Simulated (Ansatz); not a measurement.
The (10-11) face of hcp Be can be cut between different planes. Symmetric, stoichiometric slabs relaxed in the 1x1 cell (9.2 Å²): top plane Be, 0.29 Å over the next in the ideal cut; top plane Be, 1.43 Å over the next in the ideal cut.

Calculation: PBE (plane waves to 420 eV, PAW; Ansatz, a quantum-chemistry and plane-wave program).

Q: Put the candidates in order of surface energy, lowest first, for PBE.

A: the cut with an outer spacing of 0.29 Å (1.89 J/m²), the cut with an outer spacing of 1.43 Å (2.82 J/m²)
